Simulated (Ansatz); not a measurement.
For AgZn (P-6m2, No. 187; start mp-1187974; another space group than a measured phase of this formula), LDA in Ansatz (PAW) gives:

```
Quantity                   Result
-------------------  ------------
lattice parameter a       2.821 Å
c axis length             4.288 Å
bulk modulus B0           125 GPa
cohesive energy      2.81 eV/atom
```

Problem. What does r²SCAN (Ansatz, a first-principles code, PAW) give for the same quantities?

Solution. 
- lattice constant a: 2.874 Å (rises by 1.9 %)
- lattice parameter c: 4.401 Å (increases by 2.6 %)
- bulk modulus: 101 GPa (shrinks by 19 %)
- cohesive energy: 2.19 eV/atom (shrinks by 0.62 eV/atom)

Changes are worked out from the printed values.

Unless a cell is named, each level is at its own relaxed cell (LDA 14.77, r²SCAN 15.75 Å³/atom).

Caveats: the bulk modulus is −V dP/dV from two relaxed cells at ±2 % in volume (LDA, r²SCAN); the relaxation could not lower the start's symmetry, so the cell can be a saddle point above a distorted one (LDA, r²SCAN). Ansatz's density-functional and Hartree–Fock values are scalar-relativistic unless marked +SOC, with PAW data made under PBE.

A start named mp-… is a Materials Project structure, which can be a computed phase never made.
